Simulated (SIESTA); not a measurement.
Band structure of Sn (I4_1/amd, 2 atoms in the cell).

```
Sn
1.0
   -2.99512     2.99512     1.62921
    2.99512    -2.99512     1.62921
    2.99512     2.99512    -1.62921
Sn
2
Direct
  0.75000   0.25000   0.50000
  0.00000   0.00000   0.00000
```

Method of the run: GGA PBE, numerical atomic orbitals DZP, PseudoDojo PBE standard norm-conserving potentials (rewritten from UPF to PSML) (SIESTA 5.4.2).

Settings: XC.functional = GGA; XC.authors = PBE; potentials = PseudoDojo PBE standard; PAO.BasisSize = DZP; PAO.EnergyShift = 0.005 Ry; MeshCutoff = 300 Ry; kgrid.MonkhorstPack = 8 8 8; OccupationFunction = MP; OccupationMPOrder = 0; ElectronicTemperature = 580.23 K; MaxSCFIterations = 150; SCF.Mixer.Method = Pulay; SCF.Mixer.Weight = 0.1; SCF.Mixer.History = 8.

The starting cell comes from a database of computed structures (which also holds hypothetical and non-ambient phases and stackings), without a prior relaxation at this level. Its lattice was rescaled by a random factor within 2.5 % of one. Values carry the incompleteness of an atom-centred basis.

Levels in eV from the Fermi level, bands 11 to 16:
| point | 11 | 12 | 13 | 14 | 15 | 16 |
|---|---|---|---|---|---|---|
| Γ | -10.62 | -3.89 | -1.77 | -1.77 | 3.19 | 6.00 |
| X | -8.54 | -8.54 | 0.65 | 0.65 | 1.47 | 1.47 |
| M | -7.39 | -7.39 | -4.41 | -4.41 | 4.96 | 4.96 |
| Z | -6.43 | -5.50 | -2.75 | -2.63 | -2.63 | 2.81 |
| P | -5.91 | -5.91 | -3.21 | -3.21 | 3.47 | 3.47 |
| N | -6.78 | -5.21 | -2.36 | -1.51 | -0.99 | 2.41 |
| Z1 | -6.43 | -5.50 | -2.75 | -2.63 | -2.63 | 2.81 |

Bands cross the Fermi level along this path, so the cell is metallic at this level.

Higher empty bands are left out: an atom-centred basis made for the valence describes them poorly.
